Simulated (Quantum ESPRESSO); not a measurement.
Worked example: self-consistent single point of ZnNi (P4mm, 2 atoms in the cell) in Quantum ESPRESSO.

Method of the run: LDA (PZ), PSlibrary PAW (LDA) pseudopotentials (plane waves; Quantum ESPRESSO 7.5).

```xyz
2
Lattice="2.7101 0.0000 0.0000 0.0000 2.7101 0.0000 0.0000 0.0000 3.1979" Properties=species:S:1:pos:R:3 pbc="T T T"
Zn     1.3550     1.3550     1.6489
Ni     0.0000     0.0000     0.0000
```

Reference input (self-consistent single point, DFT, LDA (PZ), plane waves, PSlibrary PAW (LDA) pseudopotentials): ecutwfc = 50 Ry; ecutrho = 300 Ry; occupations = smearing; smearing = fermi-dirac; degauss = 0.0073499 Ry; potentials = {Zn: Zn.pz-dn-kjpaw_psl.1.0.0.UPF, Ni: Ni.pz-n-kjpaw_psl.1.0.0.UPF}; K_POINTS = automatic 8 8 7 0 0 0; conv_thr = 1e-10 Ry; mixing_beta = 0.7. This run's input differs from it in these lines:

```diff
@@ -16,3 +16,3 @@
     smearing = 'fermi-dirac'
-    degauss = 0.0073499
+    degauss = 0.0036749
 /
@@ -33,3 +33,3 @@
 K_POINTS {automatic}
-8 8 7  0 0 0
+19 19 17  0 0 0
```

The program printed (abridged):

```
     Self-consistent Calculation

     iteration #  1     ecut=    50.00 Ry     beta= 0.70

     total energy              =    -418.97984881 Ry
     estimated scf accuracy    <       0.32642699 Ry

     iteration #  2     ecut=    50.00 Ry     beta= 0.70

     total energy              =    -418.58164107 Ry
     estimated scf accuracy    <       6.06813971 Ry

     iteration #  3     ecut=    50.00 Ry     beta= 0.70

     total energy              =    -419.22502946 Ry
     estimated scf accuracy    <       0.00476750 Ry

   [... 6 blocks of this kind left out ...]

     iteration # 10     ecut=    50.00 Ry     beta= 0.70

     total energy              =    -419.22856584 Ry
     estimated scf accuracy    <          1.8E-09 Ry

     iteration # 11     ecut=    50.00 Ry     beta= 0.70
     End of self-consistent calculation

     Number of k-points >= 100: set verbosity='high' to print the bands.

     the Fermi energy is    13.0694 ev

!    total energy              =    -419.22856584 Ry
     estimated scf accuracy    <          9.5E-11 Ry
     smearing contrib. (-TS)   =      -0.00038385 Ry
     internal energy E=F+TS    =    -419.22818200 Ry

     convergence has been achieved in  11 iterations

     Forces acting on atoms (cartesian axes, Ry/au):

     atom    1 type  1   force =     0.00000000    0.00000000   -0.01315520
     atom    2 type  2   force =     0.00000000    0.00000000    0.01315520

     Total force =     0.018604     Total SCF correction =     0.000001

          total   stress  (Ry/bohr**3)                   (kbar)     P=     -115.53
  -0.00081193   0.00000000   0.00000000         -119.44        0.00        0.00
   0.00000000  -0.00081193   0.00000000            0.00     -119.44        0.00
   0.00000000   0.00000000  -0.00073231            0.00        0.00     -107.73

   JOB DONE.
```

The run converged in 11 iterations. Against the reference run the free energy stays essentially unchanged (within 1 meV/atom), the pressure goes from -11.44 to -11.55 GPa and the largest force stays at 0.338 eV/Å. The full log also holds: “c_bands:  1 eigenvalues not converged”.

The starting cell comes from a database of computed structures (which also holds hypothetical and non-ambient phases and stackings), without a prior relaxation at this level. Its lattice was rescaled by up to half a per cent. One atom was moved a little off its site on purpose. Spin polarisation is off. With a pressure of about -12 GPa the cell is away from its equilibrium volume at this level.

Cost on one core of a shared machine: roughly 2 min.
